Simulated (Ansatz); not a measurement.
**HfO2: tensor shear ε_xy = +1.14 %**

Take HfO₂ in the fluorite structure (space group Fm-3m, No. 225; a = 5.001 Å) as the base. Axes: x, y, z lie along the cube axes.

It is then changed as follows: a pure shear with ε_xy = ε_yx = 0.0114; the atoms relax in the strained cell.

All numbers come from LDA, PAW, 420 eV (Ansatz, a program for electronic structure; no spin-orbit coupling). Γ-centred 11×11×11 mesh, Fermi–Dirac width 0.05 eV.

The volume per atom stays 10.42 Å³ and the space group becomes Immm (No. 71) (base: Fm-3m (No. 225)). The shortest interatomic distance shrinks by 0.011 Å (2.166 Å → 2.155 Å) and the energy grows by 1.2 meV/atom. The pressure (mean of the normal stresses, compression positive) goes from zero to 0.06 GPa and the band gap is still 3.66 eV. The gap character comes out as direct at X and the stress (xx, yy, zz, yz, xz, xy; compression positive) amounts to (0.06, 0.06, 0.06, 0.00, 0.00, -1.71) GPa.

Spin-orbit coupling, missing from the scalar runs, can matter with Hf. Stability against distortions was not tested. This is not the structure that HfO2 has at room temperature and ambient pressure. Labels are those of the standard path for the cell's own space group.
